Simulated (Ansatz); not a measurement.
The reference is BP in the zinc blende structure (space group F-43m, No. 216; a = 4.548 Å).

Level of theory: plane-wave PAW DFT at the PBE level (Ansatz, a quantum-chemistry and plane-wave program, 420 eV), without spin-orbit coupling.

Before the change:

Band gap: 1.25 eV
Width of the top valence band: 5.43 eV

It is then changed as follows: every lattice vector is shortened by 3.43 %, atoms relaxed at fixed cell.

Problem. What happens to the band gap?

Solution. The band gap shrinks by 0.16 eV (1.25 eV → 1.09 eV).

Problem. What does the calculation give for the width of the top valence band after the change?

Solution. The width of the top valence band grows by 0.62 eV (5.43 eV → 6.05 eV).

Problem. Estimate the effect on the energy relative to the base.

Solution. The energy rises by 69 meV/atom.

The cells carry an imposed strain or load. Whether these cells are dynamically stable was not tested.
